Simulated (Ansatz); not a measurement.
# GaN (model structure, started from the NiAs type, P6₃/mmc, No. 194, 4 atoms in the cell)

Level of theory: r²SCAN (Ansatz, a program for electronic structure, plane waves, PAW).

Run with plane-wave cutoff 560 eV, 12×12×8 k mesh (along the axes of the cell as run), Fermi–Dirac smearing 0.01 eV, scalar-relativistic PAW data made under PBE.

Cell (relaxed at this level):

```
GaN
1.0
    2.96718     0.00000     0.00000
   -1.48359     2.56966     0.00000
    0.00000     0.00000     5.03278
Ga N
2 2
Direct
  0.00000   0.00000   0.00000
  0.00000   0.00000   0.50000
  0.33333   0.66667   0.25000
  0.66667   0.33333   0.75000
```

```json
{
  "band_gap": "1.91 eV (on the SCF k mesh)",
  "bulk_modulus": "231 GPa"
}
```

Note: the bulk modulus is −V dP/dV from two relaxed cells at ±2 % in volume; the relaxation could raise the start's symmetry but not lower it, so the cell can be a saddle point.

Spin–orbit coupling is not included.

The computed numbers hold no vibrational or temperature effects.

A model structure was made by putting elements into a prototype or built by hand; it is no filed structure, need not be a known phase, and can be a saddle point held by its symmetry.
